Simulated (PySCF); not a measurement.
PySCF 2.14.0, unrestricted WB97X/def2-tzvp, df: Y(F)3 anion ([F][Y]([F])[F]), charge -1, multiplicity 2, 4 atoms. The geometry is a generated start, not checked to be a minimum at this level.

```
Property                                            Result
-------------------------  -------------------------------
task                                                energy
method                                               wb97x
basis                                            def2-tzvp
two-electron scheme                        density fitting
mol.max_memory                                     3000 MB
mf.max_cycle                                           100
mf.conv_tol                                1e-09 (default)
mf.grids.level                                 3 (default)
effective core potentials  those of the basis set, past Kr
basis functions                                        133
grid points                                          64664
```

```xyz
4

Y      0.1157    -0.2340    -0.5776
F     -1.4645    -0.8080     0.2644
F     -0.0504     1.6406    -0.4447
F      1.3992    -0.5985     0.7579
```

Charge -1 and multiplicity 2 are set for this test and not shown to be the ground state.

With the defaults (mf.diis = true, mf.init_guess = minao, mf.damp = 0, mf.diis_start_cycle = 1, mf.DIIS = CDIIS, mf.diis_space = 8) it converges in 15 Fock builds. One run each on 2 threads, 1 BLAS thread, with these changes:
- mf.diis = false, mf.damp = 0.7, mf.diis_start_cycle = 999
- mf.diis_space = 3
- mf.DIIS = ADIIS
- mf.diis_space = 20
- mf.diis_space = 5
- mf.init_guess = huckel
- mf.damp = 0.3, mf.diis_start_cycle = 4
- mf.init_guess = 1e
- mf.diis = false

Problem. Name the settings that don't reach the solution of the defaults.

Solution. No convergence: mf.diis = false (the run ends without SCF convergence in 100 cycles). The rest reach the solution of the defaults.

```csv
setting,Fock builds,end
mf.init_guess = huckel,14,same solution
the defaults,15,same solution
mf.diis_space = 20,15,same solution
"mf.damp = 0.3, mf.diis_start_cycle = 4",16,same solution
mf.diis_space = 5,16,same solution
mf.diis_space = 3,20,same solution
mf.init_guess = 1e,21,same solution
mf.DIIS = ADIIS,24,same solution
"mf.diis = false, mf.damp = 0.7, mf.diis_start_cycle = 999",64,same solution
mf.diis = false,101,no convergence
```
